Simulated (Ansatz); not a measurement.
Candidates (primitive cells; geometry: cell and atoms relaxed with PBEsol):
A. LiCl (Fm-3m), a = b = c = 3.5809 Å, α = β = γ = 60.00°
B. LiF (Fm-3m), a = 2.8339 Å, b = 2.8339 Å, c = 2.8339 Å, α = 60.00°, β = 60.00°, γ = 60.00°
C. LiH (Fm-3m), a = b = c = 2.8142 Å, α = β = γ = 60.00°

### Question
Order them by band gap (lowest first) at the level r2SCAN, rigid bands (Ansatz, a quantum-chemistry and plane-wave program).

### Answer
C (3.62 eV), A (7.47 eV), B (10.20 eV)

Spin-orbit coupling is left out.
